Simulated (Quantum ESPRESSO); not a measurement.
**Relaxation of cell and atoms of Sn (I4_1/amd, 2 atoms in the cell) at several settings**

```
Sn
1.0
    2.91456    -2.91456     1.58539
    2.91456     2.91456     1.58539
   -2.91456    -2.91456     1.58539
Sn
2
Cartesian
 -2.91456   0.00000   0.79269
  0.00000   0.00000   0.00000
```

Base: PBE, SSSP 1.1.2 efficiency (PBE) pseudopotentials in Quantum ESPRESSO. Its settings: ecutwfc = 40 Ry; ecutrho = 320 Ry; occupations = smearing; smearing = methfessel-paxton; degauss = 0.019992 Ry; potentials = {Sn: Sn_pbe_v1.uspp.F.UPF}; K_POINTS = automatic 8 8 8 0 0 0; conv_thr = 1e-09 Ry; mixing_beta = 0.4. Starting volume 26.93 Å³ per atom.

Each line gives the change from the base single point and the result:

- calculation: scf → vc-relax; tprnfor: true → default; tstress: true → default; press: default → -20 kbar: pressure -1.97 GPa; final cell a = b = c = 4.5412 Å, α = 136.74°, β = γ = 82.19°; final volume per atom 29.83 Å³; relaxation steps 10; free energy against the base single point -6.8 meV/atom.
- calculation: scf → vc-relax; tprnfor: true → default; tstress: true → default; input_dft: default → pbesol [DFT, PBEsol, plane waves, SSSP 1.1.2 efficiency (PBE) pseudopotentials]: pressure 0.03 GPa; final cell a = b = c = 4.3913 Å, α = 136.84°, β = γ = 82.22°; final volume per atom 26.93 Å³; relaxation steps 5.
- calculation: scf → vc-relax; tprnfor: true → default; tstress: true → default; ecutwfc: 40 Ry → 56 Ry; ecutrho: 320 Ry → 448 Ry: pressure 0.04 GPa; final cell a = b = c = 4.469 Å, α = 136.86°, β = γ = 82.23°; final volume per atom 28.37 Å³; relaxation steps 8; free energy against the base single point -31.9 meV/atom.

The starting cell comes from a database of computed structures (which also holds hypothetical and non-ambient phases and stackings), without a prior relaxation at this level. Its lattice was rescaled by a random factor within 2.5 % of one.
